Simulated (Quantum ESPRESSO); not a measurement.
Quantum ESPRESSO run on La3TaO7 (Cmmm, 11 atoms in the cell): self-consistent single point.

Method: PBEsol, SSSP 1.1.2 efficiency (PBE) pseudopotentials (plane waves; Quantum ESPRESSO).

```xyz
11
Lattice="3.7522 5.4289 0.0000 -3.7522 5.4289 0.0000 0.0000 0.0000 3.8662" Properties=species:S:1:pos:R:3 pbc="T T T"
La     0.0000     0.0000     0.0000
La    -1.8761    -2.7145    -1.9331
La    -1.8761     2.7145    -1.9331
Ta    -3.7522     0.0000     0.0000
O     -3.7522     0.0000    -1.9331
O     -2.3174    -1.3383     0.0000
O     -5.1869     1.3383     0.0000
O     -2.3174     1.3383     0.0000
O     -5.1869    -1.3383     0.0000
O     -3.7522     4.0161    -1.9331
O     -3.7522    -4.0161    -1.9331
```

Reference input (self-consistent single point, DFT, PBEsol, plane waves, GBRV 1.5 ultrasoft (PBESOL) pseudopotentials): ecutwfc = 40 Ry; ecutrho = 320 Ry; occupations = fixed; potentials = {La: la_pbesol_v1.uspp.F.UPF, Ta: ta_pbesol_v1.uspp.F.UPF, O: o_pbesol_v1.2.uspp.F.UPF}; K_POINTS = automatic 3 3 4 0 0 0; nbnd = 48; conv_thr = 1e-10 Ry; mixing_beta = 0.3. This run's input differs from it in these lines:

```diff
@@ -16,6 +16,7 @@
  ntyp = 3,
- ecutwfc = 40,
- ecutrho = 320,
+ ecutwfc = 55,
+ ecutrho = 440,
  occupations = 'fixed',
  nbnd = 48,
+ input_dft = 'pbesol',
 /
@@ -26,5 +27,5 @@
 ATOMIC_SPECIES
-La   138.9055  la_pbesol_v1.uspp.F.UPF
-Ta   180.9479  ta_pbesol_v1.uspp.F.UPF
-O     15.9990  o_pbesol_v1.2.uspp.F.UPF
+La   138.9055  La.GGA-PBE-paw-v1.0.UPF
+Ta   180.9479  Ta_pbe_v1.uspp.F.UPF
+O     15.9990  O.pbe-n-kjpaw_psl.0.1.UPF
 ATOMIC_POSITIONS crystal
```

The program printed (abridged):

```
     Self-consistent Calculation

     iteration #  1     ecut=    55.00 Ry     beta= 0.30

---- Real-time Memory Report at c_bands before calling an iterative solver
          1528 MiB given to the printing process from OS
           213 MiB allocation reported by mallinfo(arena+hblkhd)
------------------

     negative rho (up, down):  9.535E-02 0.000E+00

     total energy              =   -1786.00629655 Ry
     estimated scf accuracy    <       3.48513588 Ry

     iteration #  2     ecut=    55.00 Ry     beta= 0.30

---- Real-time Memory Report at c_bands before calling an iterative solver
   [... lines left out ...]
          1674 MiB given to the printing process from OS
           258 MiB allocation reported by mallinfo(arena+hblkhd)
------------------

     negative rho (up, down):  9.918E-02 0.000E+00

     total energy              =   -1786.69274863 Ry
     estimated scf accuracy    <          5.8E-10 Ry

     iteration # 25     ecut=    55.00 Ry     beta= 0.30

---- Real-time Memory Report at c_bands before calling an iterative solver
          1674 MiB given to the printing process from OS
           258 MiB allocation reported by mallinfo(arena+hblkhd)
------------------

     negative rho (up, down):  9.918E-02 0.000E+00
     End of self-consistent calculation

     highest occupied, lowest unoccupied level (ev):    10.1231   13.9195

!    total energy              =   -1786.69274863 Ry
     estimated scf accuracy    <          8.2E-11 Ry

      -> PAW hartree energy AE =     295.23045603 Ry
      -> PAW hartree energy PS =    -294.49896660 Ry
      -> PAW xc energy AE      =   -1311.30841461 Ry
      -> PAW xc energy PS      =      71.53040061 Ry
      -> total E_H with PAW    =     112.41898467 Ry
      -> total E_XC with PAW   =   -1360.03204628 Ry

     convergence has been achieved in  25 iterations

     negative rho (up, down):  9.918E-02 0.000E+00

     Forces acting on atoms (cartesian axes, Ry/au):

     atom    1 type  1   force =     0.00000000    0.00000000    0.00000000
   [... lines left out ...]
     Total force =     0.063778     Total SCF correction =     0.000001
   [... lines left out ...]

     negative rho (up, down):  9.918E-02 0.000E+00
          total   stress  (Ry/bohr**3)                   (kbar)     P=      107.91
   0.00067865   0.00000000   0.00000000           99.83        0.00        0.00
   0.00000000   0.00069158   0.00000000            0.00      101.73        0.00
   0.00000000   0.00000000   0.00083043            0.00        0.00      122.16

   JOB DONE.
```

The run converged in 25 iterations. Against the reference run the pressure goes from 10.43 to 10.79 GPa, the largest force goes from 0.844 to 0.802 eV/Å and the gap on the mesh goes from 3.811 to 3.796 eV. The full log also holds: “c_bands:  2 eigenvalues not converged”. The full log also holds: “c_bands:  4 eigenvalues not converged”.

The starting cell comes from a database of computed structures (which also holds hypothetical and non-ambient phases and stackings), without a prior relaxation at this level. Its lattice was rescaled by a random factor within 2.5 % of one. Spin-orbit coupling is off. With a pressure of about 11 GPa the cell is away from its equilibrium volume at this level.

Cost on one core of a shared machine: roughly 10 min.
